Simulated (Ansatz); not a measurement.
Structure of amorphous Ge12Sb12Te30Y3 (periodic cell):

```xyz
57
Lattice="11.8278 0.4959 0.2580 0.4959 12.6044 0.2281 0.2580 0.2281 11.5533" Properties=species:S:1:pos:R:3 pbc="T T T"
Ge     3.9102     7.9580     5.7944
Ge    11.7779     7.0948     4.4926
Ge     1.2898     8.5534     2.0227
Ge     7.4323     4.0882    10.6775
Ge    10.5842    12.1953     1.7009
Ge     8.1399     3.6825     7.9481
Ge     2.4270     1.0894     3.7636
Ge     9.4431     5.7797     1.6457
Ge    10.4186     6.6392     7.4509
Ge     3.7556     1.7507     0.4757
Ge     8.3355    12.9399     5.2056
Ge     4.6585    10.6221     0.8364
Sb     3.6124     4.9921     3.0295
Sb    10.5197     3.2627     4.6079
Sb     4.7298     3.2606     6.6360
Sb     2.6930     4.5838     8.4584
Sb     5.4780     1.3701     8.6648
Sb    12.2919    12.9160     7.8307
Sb     9.5938     1.1822     9.3446
Sb    12.0119     9.7887     5.2875
Sb     8.4905     1.7995     2.0126
Sb     4.2006    11.6197     8.6676
Sb     5.2288    11.7975     5.8942
Sb     1.4970    11.9444     0.9066
Te    11.1670    12.9365     5.0108
Te     0.8989     2.1764     1.9066
Te     7.7223     6.3906     7.9817
Te     3.8460     7.1733     8.5060
Te     8.1385    12.3606     7.9104
Te     3.9401     4.5894    11.1290
Te     0.5205     5.9874     1.6448
Te     6.1737     9.9966    10.0223
Te     4.4350     7.9693     1.6235
Te     6.6755     4.9270     1.7251
Te     1.8224     9.5720    11.0426
Te    10.0904     3.6383    11.5559
Te     6.8295     1.5517    11.4317
Te     1.7062     4.8950     5.3222
Te     1.6403     9.7755     7.6780
Te     5.5459     6.0004     4.9029
Te     2.3660     1.5117     6.4030
Te     8.7643     8.1250    11.7351
Te     9.7933     9.4420     7.1081
Te    10.8680     3.6657     7.4469
Te     4.7449     2.2281     3.0810
Te     9.1946     6.3505     4.4193
Te     9.6043    11.4299    11.1056
Te     6.3693     9.1783     6.0002
Te    10.1450     9.8281     2.9607
Te    11.7046     6.2866     9.9034
Te     1.1742     1.1450     9.8755
Te     6.6823    11.3091     2.5324
Te     3.0734    11.0508     4.0682
Te     7.6564     3.1138     5.2596
Y      6.0935     6.8535    10.6917
Y      7.1195     8.3335     3.0213
Y     11.1932     9.2072     9.8177
```

These are PBE-D3(BJ), scalar-relativistic without spin-orbit coupling, PAW (Ansatz default set, large-core Te) (plane waves to 420 eV; Ansatz, a first-principles code) values and carry that method's errors.

It comes from a melt-quench run on a machine-learned potential (CHGNet), relaxed afterwards by DFT. The hot cell started wider than the set density and was brought back towards it in steps. It is the lowest in DFT energy of 3 quenches. It is a model cell: composition and starting density were chosen by hand, and all elements were melted together. The geometry includes D3(BJ) dispersion. Its density started from a set value of 5.83 and ended at 6.21 g/cm³. Cooling (nominally 63 K/ps over its main leg) ran many orders faster than in experiment, which tends to leave more defects and strain. One small periodic cell is one sample of the glass; other quenches scatter about these values. Volume and shape were free in the relaxation. On a 2×2×2 Γ-centred mesh force components of up to 0.15 eV/Å stay, since the relaxation ran on one k-point at (1/4, 1/4, 1/4).

Cut-offs for bonds: Ge-Ge 2.85 Å, Ge-Sb 3.00 Å, Ge-Te 3.08 Å, Ge-Y 3.41 Å, Sb-Sb 3.24 Å, Sb-Te 3.18 Å, Sb-Y 3.62 Å, Te-Te 3.31 Å, Te-Y 3.61 Å, Y-Y 4.18 Å.

Task: Give the coordination numbers, mean bond lengths and angles.

Result: 
```yaml
Mean coordination of Ge: 3.67 (1 with 2, 4 with 3, 5 with 4, 2 with 5)
Mean coordination of Sb: 3.42 (8 with 3, 3 with 4, 1 with 5)
Mean coordination of Te: 2.87 (6 with 2, 22 with 3, 2 with 4)
Mean coordination of Y: 7.00 (1 with 6, 1 with 7, 1 with 8)
Mean Ge-Te bond: 2.777 Å (spread 0.091 Å, 38 counted)
Mean Sb-Te bond: 2.947 Å (spread 0.080 Å, 28 counted)
Mean Te-Y bond: 3.155 Å (spread 0.110 Å, 20 counted)
Mean Sb-Sb bond: 2.954 Å (spread 0.053 Å, 5 counted)
Bond angle at Ge: mean 104.8°, spread 21.3°
Bond angle at Sb: mean 98.8°, spread 21.1°
Bond angle at Te: mean 99.1°, spread 18.3°
Bond angle at Y: mean 101.6°, spread 30.4°
```

Task: List the pairs of like atoms that count as bonded by the rules above.

Result: Ge4-Ge6 (2.85 Å), Sb15-Sb16 (3.04 Å), Sb15-Sb17 (2.87 Å), Sb17-Sb22 (2.96 Å), Sb18-Sb19 (2.94 Å), Sb22-Sb23 (2.96 Å).
